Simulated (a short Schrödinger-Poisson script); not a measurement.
Structure: gated Al0.4Ga0.6N/GaN polarisation-induced gas, at 77 K.

```
layer     material  thickness (nm)  Na (cm⁻³)
-----  -----------  --------------  ---------
1      Al0.4Ga0.6N              15          -
2              GaN            6000       3e15
```

The device is made up for the run: typed textbook-type constants, with dimensions and the other settings drawn at random. Al0.4Ga0.6N: permittivity 9.26, conduction-band edge (eV) 0.58, gap (eV) 4.258, electron mass (mₑ) 0.248, Nv at 300 K (cm⁻³) 4.6e19. GaN: permittivity 9.5, conduction-band edge (eV) 0, gap (eV) 3.43, Nv at 300 K (cm⁻³) 4.6e19.

Channel valleys (confinement mass, in-plane density-of-states mass, number): Γ 0.2, 0.2, 1. At the gate the conduction-band edge of layer 1 lies 1.36 eV − eVg above the Fermi level of the channel; the field vanishes at the back. Sheet of polarisation charge: +2e13 e/cm² at 15 nm from the gate. The barrier under the gate holds no holes. Gaps are held at their typed values at every temperature. Mesh 0.08 nm at interfaces.

Solved with a short Schrödinger-Poisson script written for these runs: 1D Poisson equation in equilibrium, electrons quantum, Hartree plus LDA exchange-correlation (BenDaniel-Duke, 40 states a valley, the channel's in-plane mass for all, wave functions free to enter the barrier), parabolic valleys, classical holes, full ionisation, no traps, pinning or gate leakage.

The same stack at other levels of the model or other numerical settings:

```json
[
 {"run": "base", "sheet density of all electrons at Vg = 0.5 V (cm⁻²)": "1.72e13", "sheet density of all electrons at Vg = -3 V (cm⁻²)": "5.97e12", "capacitance at Vg = 0.5 V (μF/cm²)": "0.521", "centroid of the channel electrons at Vg = 0.5 V (nm)": "1.45", "rough cost against the base": "about 1"},
 {"run": "electrons treated as classical, Boltzmann", "sheet density of all electrons at Vg = 0.5 V (cm⁻²)": "1.84e13", "sheet density of all electrons at Vg = -3 V (cm⁻²)": "6.58e12", "capacitance at Vg = 0.5 V (μF/cm²)": "0.543", "centroid of the channel electrons at Vg = 0.5 V (nm)": "0.19", "rough cost against the base": "0.01"},
 {"run": "electrons treated as classical, Fermi-Dirac", "sheet density of all electrons at Vg = 0.5 V (cm⁻²)": "1.70e13", "sheet density of all electrons at Vg = -3 V (cm⁻²)": "6.00e12", "capacitance at Vg = 0.5 V (μF/cm²)": "(withheld)", "centroid of the channel electrons at Vg = 0.5 V (nm)": "1.38", "rough cost against the base": "0.04"},
 {"run": "electrons treated as quantum, Hartree", "sheet density of all electrons at Vg = 0.5 V (cm⁻²)": "1.70e13", "sheet density of all electrons at Vg = -3 V (cm⁻²)": "5.85e12", "capacitance at Vg = 0.5 V (μF/cm²)": "0.520", "centroid of the channel electrons at Vg = 0.5 V (nm)": "(withheld)", "rough cost against the base": "0.6"},
 {"run": "mesh six times as coarse", "sheet density of all electrons at Vg = 0.5 V (cm⁻²)": "1.72e13", "sheet density of all electrons at Vg = -3 V (cm⁻²)": "5.97e12", "capacitance at Vg = 0.5 V (μF/cm²)": "0.522", "centroid of the channel electrons at Vg = 0.5 V (nm)": "1.40", "rough cost against the base": "0.3"},
 {"run": "one subband a valley", "sheet density of all electrons at Vg = 0.5 V (cm⁻²)": "1.71e13", "sheet density of all electrons at Vg = -3 V (cm⁻²)": "5.97e12", "capacitance at Vg = 0.5 V (μF/cm²)": "0.518", "centroid of the channel electrons at Vg = 0.5 V (nm)": "(withheld)", "rough cost against the base": "0.3"}
]
```

### Question
Complete the blanks.

### Answer

- electrons treated as quantum, Hartree, centroid of the channel electrons at Vg = 0.5 V (nm): 1.58
- electrons treated as classical, Fermi-Dirac, capacitance at Vg = 0.5 V (μF/cm²): 0.508
- one subband a valley, centroid of the channel electrons at Vg = 0.5 V (nm): 1.23

The classical rows ignore confinement, and Boltzmann statistics overrate the density once the band edge passes the Fermi level.
